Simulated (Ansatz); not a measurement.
## Bi2Se3 under a change: Bi → Pb

Consider Bi2Se3 in the Bi2Te3 type structure (space group R-3m, No. 166; a = 4.145 Å, c = 29.266 Å (hexagonal axes)).

One thing is altered: Pb takes the place of Bi on all its sites, then cell and atoms are relaxed.

Level of theory: DFT with r2SCAN+rVV10, PAW potentials and a 500 eV plane-wave cutoff in Ansatz (a first-principles code), spin-orbit coupling left out. Settings: 13×13×13 k-points, 0.05 eV Fermi–Dirac smearing, for the changed cell.

| quantity | base | changed | shift |
|---|---|---|---|
| density | 7.49 g/cm³ | 7.91 g/cm³ | +0.413 g/cm³ |
| c/a ratio | 7.061 | 6.499 | -0.562 |
| space group | R-3m (No. 166) | R-3m (No. 166) | – |
| band gap | 0.60 eV | zero | – |

Final structure:

```yaml
crystal:
  lattice:
    - [2.08885, 1.20600, 9.05033]
    - [-2.08885, 1.20600, 9.05033]
    - [0.00000, -2.41200, 9.05033]
  atoms:
    - { symbol: Pb, position: [0.40250, 0.40250, 0.40250] }
    - { symbol: Pb, position: [0.59750, 0.59750, 0.59750] }
    - { symbol: Se, position: [0.00000, 0.00000, 0.00000] }
    - { symbol: Se, position: [0.20757, 0.20757, 0.20757] }
    - { symbol: Se, position: [0.79243, 0.79243, 0.79243] }
```

With Bi present, leaving out spin-orbit coupling can change the band edges. Whether these cells are dynamically stable was not tested. As relaxed here, Pb2Se3 is a hypothetical phase, not in the database extracts checked. The final runs are not spin-polarised.
